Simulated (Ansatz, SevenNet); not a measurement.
For rock-salt VN (cubic form, which distorts at low temperature), the machine-learned potential SevenNet-0 (trained on PBE and PBE+U data) gives:

- lattice constant a = 4.126 Å
- zone-centre TO phonon frequency = 271 cm⁻¹

What does PBE in Ansatz (PAW) give for the same quantities?


- lattice constant a: 4.117 Å (falls by 0.2 %)
- zone-centre TO phonon frequency: 357 cm⁻¹ (rises by 32 %)

For comparison: lattice constant a 4.136 Å (measured, room temperature, not corrected to a static lattice; as tabulated in Friedrich, Winkler, Juarez-Arellano, Bayarjargal, Materials 4, 1648 (2011)).

Changes are worked out from the printed values.

Unless a cell is named, each level is at its own relaxed cell (SevenNet-0 8.78, PBE 8.72 Å³/atom).

The crystal itself was run without spin with PBE; a magnetic state was not tried in these runs.

Caveats: symmetry holds this phase in the static calculation, where it need not be a minimum (PBE). Ansatz's density-functional and Hartree–Fock values are scalar-relativistic unless marked +SOC, with PAW data made under PBE.

Ansatz is a quantum-chemistry and plane-wave program.
